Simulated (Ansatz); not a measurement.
Consider the following.

```
CELL_PARAMETERS angstrom
      3.14934     0.00000     0.00000
     -1.57467     2.72741     0.00000
      0.00000     0.00000    12.30707
ATOMIC_POSITIONS crystal
  Mo 0.66667 0.33333 0.75000
  Mo 0.33333 0.66667 0.25000
  S  0.66667 0.33333 0.37741
  S  0.33333 0.66667 0.87741
  S  0.33333 0.66667 0.62259
  S  0.66667 0.33333 0.12259
```

No spin polarisation.

Computed with DFT with PBE-D3(BJ), PAW potentials and a 420 eV plane-wave cutoff in Ansatz (a program for electronic structure), no spin-orbit coupling. k-mesh 12×12×3 (Γ-centred); smearing 0.05 eV (Fermi–Dirac).

Problem. Predict the stress and band gap.

Solution. Stress (xx, yy, zz, yz, xz, xy; compression positive): (-0.15, -0.15, -0.93, 0.00, 0.00, 0.00) GPa
Band gap: 0.88 eV

The cells carry an imposed strain or load. Stability against distortions was not tested. The cell was made from MoS2 (space group P6_3/mmc, No. 194; layered, stacked along the Cartesian z axis) by this change: uniaxial strain ε_zz = +1.80 %.
